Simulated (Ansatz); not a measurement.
Consider the following.

End structure of a 3x3 cell of the 1x1 (100) surface of fcc Cu, relaxed from a rattled start:

```
CELL_PARAMETERS angstrom
      7.70039     0.00000     0.00000
      0.00000     7.70039     0.00000
      0.00000     0.00000    24.50000
ATOMIC_POSITIONS crystal
  Cu 0.16667 0.16667 0.39086
  Cu 0.16667 0.50000 0.39086
  Cu 0.16667 0.83333 0.39086
  Cu 0.50000 0.16667 0.39086
  Cu 0.50000 0.50000 0.39086
  Cu 0.50000 0.83333 0.39086
  Cu 0.83333 0.16667 0.39086
  Cu 0.83333 0.50000 0.39086
  Cu 0.83333 0.83333 0.39086
  Cu 0.00000 0.00000 0.46272
  Cu 0.00000 0.33333 0.46272
  Cu 0.00000 0.66667 0.46272
  Cu 0.33333 0.00000 0.46272
  Cu 0.33333 0.33333 0.46272
  Cu 0.33333 0.66667 0.46272
  Cu 0.66667 0.00000 0.46272
  Cu 0.66667 0.33333 0.46272
  Cu 0.66667 0.66667 0.46272
  Cu 0.16665 0.16645 0.53726
  Cu 0.16665 0.49989 0.53727
  Cu 0.16668 0.83319 0.53719
  Cu 0.49988 0.16696 0.53725
  Cu 0.49996 0.50048 0.53714
  Cu 0.50004 0.83363 0.53727
  Cu 0.83317 0.16656 0.53724
  Cu 0.83337 0.49963 0.53720
  Cu 0.83329 0.83308 0.53726
  Cu 0.99991 0.99914 0.60906
  Cu 0.99994 0.33271 0.60911
  Cu 0.99996 0.66624 0.60917
  Cu 0.33349 0.00063 0.60912
  Cu 0.33316 0.33418 0.60905
  Cu 0.33330 0.66713 0.60912
  Cu 0.66688 0.99999 0.60917
  Cu 0.66632 0.33339 0.60916
  Cu 0.66670 0.66647 0.60912
```

Set-up: 36 atoms, 5.4 Å thick at the start (thin: gaps and levels are the slab's own); mesh 4x4x1; 0.1 eV smearing; dipole correction on; 18 atoms held, the rest relaxed; no symmetry held; no spin, no spin-orbit, no U.

Task: Estimate the work function of the top face that PBE run with Ansatz (a quantum-chemistry and plane-wave program) returns for this input.

Result: 4.55 eV
